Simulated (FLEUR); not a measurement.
A short convergence ladder for Er (P-3m1, 2 atoms in the cell)

```xyz
2
Lattice="1.7711 -3.0676 0.0000 1.7711 3.0676 0.0000 0.0000 0.0000 5.5621" Properties=species:S:1:pos:R:3 pbc="T T T"
Er     1.7711     1.0225     1.4405
Er     1.7711    -1.0225     4.1715
```
Moments meant for the start (each program seeds them in its own way; μB, in the order of the atoms Er Er): 3.0 3.0.

Base method: PBEsol, all-electron FLAPW (FLEUR), scalar-relativistic valence.

Base settings: Kmax = 3.8 1/bohr; GmaxXC = 11.4 1/bohr; xcFunctional = PBEs; jspins = 2; l_soc = F; mode = hist; fermiSmearingEnergy = 0.00367493 Htr; mesh (inpgen div1-3) = 4 4 2; inpgen gamma flag = true; Gmax = 11.4 1/bohr.

Core times come from one kind of shared machine, to one figure; runs under 30 s give none.

**The basis cutoff**

Moved along: Gmax, GmaxXC.

The mesh stays at the base's, so the ladder's end is converged at best in this setting alone.

Only quantities that move along the ladder and can be compared are tabulated.

```tsv
Kmax	free energy less the last step's (meV/atom)	net moment (μB/atom)	core time / last (rough)
2.4 1/bohr	5734.62	2.040	0.6
2.69 1/bohr	1613.30	2.168	1.0
2.82 1/bohr	979.92	2.191	0.5
3.18 1/bohr	221.62	2.234	0.6
3.6 1/bohr	39.73	2.254	0.7
3.8 1/bohr	16.67	2.258	0.7
4.16 1/bohr	2.88	2.262	2
4.42 1/bohr	0.00	2.263	1
```

Coarsest Kmax that holds the net moment within 0.05 μB/atom of the last step, with all finer ones: 3.18 1/bohr; the step before is off by 0.072 μB/atom.

Coarsest Kmax that holds the free energy within 5 meV/atom: not settled: the last two steps still differ by 2.9 meV/atom, over half the tolerance, so the ladder does not show it.

On the base run: the starting cell has typed, rounded lattice constants, without a prior relaxation at this level. Its lattice was rescaled by up to half a per cent. One atom was moved a little off its site on purpose. The magnetic order is the one reached from the typed start; others were not searched systematically. With U or open f shells several self-consistent states can exist. The f electrons are in the valence without U or exact exchange, which can misplace them near the Fermi level. Spin-orbit terms, which matter for f shells, are left out. Values depend on the basis (sphere radii, cutoffs, local orbitals), which need not be converged.

Left out of this page: 2 runs of the series failed or unconverged.
